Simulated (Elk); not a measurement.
Worked example: self-consistent single point of SrCl₂ (P1, 3 atoms in the cell) in Elk.

Level of theory: PBE, all-electron FP-LAPW, Elk's shipped species files, APW+lo basis with extra local orbitals (Elk).

The change in words: lattice scaled by 0.98. Reference geometry:
```
SrCl2
1.0
    0.00000     3.49000     3.49000
    3.49000     0.00000     3.49000
    3.49000     3.49000     0.00000
Sr Cl
1 2
Direct
  0.99730   0.99108   0.00238
  0.24109   0.25738   0.24815
  0.76162   0.75154   0.74947
```

Reference input (self-consistent single point, DFT, PBE, all-electron FP-LAPW, Elk's shipped species files, APW+lo basis with extra local orbitals): xctype = 20; rgkmax = 7.5; swidth = 0.00183747 Ha; ngridk = 4 4 4; gmaxvr = 14 1/bohr; nxlo = 2; lorbcnd = true; lmaxi = 2; maxscl = 100. This run's input differs from it in these lines:

```diff
@@ -28,3 +28,3 @@
 scale
-  9.326942338
+  9.140403491
```

Log, with long lists cut:

```
│ Self-consistent loop started │
│ Loop number : 1 │
 total energy                :     -4113.04586322
│ Loop number : 2 │
 total energy                :     -4112.94952458
RMS change in Kohn-Sham potential (target) :   0.3352178865     (  0.1000000000E-05)
Absolute change in total energy (target)   :   0.9633863524E-01 (  0.1000000000E-03)
│ Loop number : 3 │
 total energy                :     -4110.24249577
RMS change in Kohn-Sham potential (target) :   0.2428457772     (  0.1000000000E-05)
Absolute change in total energy (target)   :    2.731113469     (  0.1000000000E-03)
│ Loop number : 4 │
   [... lines left out ...]
Absolute change in total energy (target)   :   0.8516421312E-03 (  0.1000000000E-03)
│ Loop number : 13 │
 total energy                :     -4103.28782561
RMS change in Kohn-Sham potential (target) :   0.1597719889E-06 (  0.1000000000E-05)
Absolute change in total energy (target)   :   0.2676670092E-03 (  0.1000000000E-03)
│ Loop number : 14 │
 total energy                :     -4103.28781657
RMS change in Kohn-Sham potential (target) :   0.4277289200E-07 (  0.1000000000E-05)
Absolute change in total energy (target)   :   0.7595730858E-04 (  0.1000000000E-03)
Convergence targets achieved

│ Loop number : 15 │

Energies :
 Fermi                       :     0.104289409430
 total energy                :     -4103.28781522

Density of states at Fermi energy :   0.5442662084E-07
 (states/Hartree/unit cell)

Estimated indirect band gap :   0.1994816484
 from k-point     35 to k-point     35
Estimated direct band gap   :   0.1994816484
 at k-point     35

Charges :
 core                        :    48.00000000
 valence                     :    24.00000000
 interstitial                :    4.606674113
 muffin-tins (core leakage)
  species :    1 (Sr)
   atom    1                 :    35.95217096     (  0.2877469467E-04)
  species :    2 (Cl)
   atom    1                 :    15.72032813     (  0.1548587675E-04)
   atom    2                 :    15.72082680     (  0.1548701876E-04)
 total in muffin-tins        :    67.39332589
 total calculated charge     :    72.00104165
 total charge                :    72.00000000
 error                       :   0.1041646557E-02

│ Self-consistent loop stopped │
```

The run converged in 15 iterations. The count includes the last loop, which Elk runs after its targets are met. Against the reference run the free energy goes up by 24.6 meV/atom and the gap on the mesh goes from 5.290 to 5.428 eV.

The starting cell has typed, rounded lattice constants, without a prior relaxation at this level. Its atoms were displaced at random from the sites of space group no. 225. For this run, on top of that: lattice scaled by 0.98. Values depend on the basis (sphere radii, cutoffs, local orbitals), which need not be converged.

Cost on one core of a shared machine: roughly 2 min.
